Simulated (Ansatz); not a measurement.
The reference is Cu in the fcc (Cu type) structure (space group Fm-3m, No. 225; a = 3.5638 Å; relaxed with 0.1 eV smearing). Axes: x, y, z lie along the cube axes.

The values are results of PBEsol in Ansatz (plane waves to 420 eV, PAW, spin-orbit coupling left out), not measurements.

Modification: a pure shear with ε_xy = ε_yx = 0.0114; the atoms relax in the strained cell.

Q: Predict the stress tensor and what it implies for the stiffness.

A: Stress of the strained cell less that of the base (GPa, compression positive):
```
    0.2    -2.2     0.0
   -2.2     0.2     0.0
    0.0     0.0     0.0
```

Then −Δσ/γ with γ = 2ε = 0.0228 gives relaxed-ion elastic constants: C66 ≈ 95 GPa.

Stability against distortions was not tested. All final runs are without spin polarisation.

Ansatz is an electronic-structure program.
